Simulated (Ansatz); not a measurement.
Take ZnSnO$_{3}$ (space group R3c, No. 161) as the base.

```
CELL_PARAMETERS angstrom
      2.63915     1.52372     4.66998
     -2.63915     1.52372     4.66998
      0.00000    -3.04743     4.66998
ATOMIC_POSITIONS crystal
  Zn 0.29492 0.29492 0.29492
  Zn 0.79492 0.79492 0.79492
  Sn 0.01257 0.01257 0.01257
  Sn 0.51257 0.51257 0.51257
  O  0.72151 0.11607 0.40522
  O  0.40522 0.72151 0.11607
  O  0.11607 0.40522 0.72151
  O  0.90522 0.61607 0.22151
  O  0.22151 0.90522 0.61607
  O  0.61607 0.22151 0.90522
```

Cartesian axes are those of the cell as printed.

Method: Ansatz (a first-principles code) PBEsol, spin-orbit coupling left out.

It is then changed as follows: uniaxial strain ε_zz = +4.97 %, all other strain components held at zero, atoms relaxed at fixed cell.

Predict the stress tensor and what it implies for the stiffness.

Stress of the strained cell less that of the base (GPa, compression positive):
```
  -5.10    0.00    0.00
   0.00   -5.10    0.00
   0.00    0.00  -11.56
```

Then −Δσ_ii/ε with ε = 0.0497 gives secant stiffness values (nonlinear terms included at this strain): C33 ≈ 233 GPa, C13 ≈ 103 GPa and C23 ≈ 103 GPa.

As a check, the harmonic strain energy −½ V₀ Δσ:ε is 20 meV/atom; the computed energy rise is 21 meV/atom.

Whether these cells are dynamically stable was not tested.
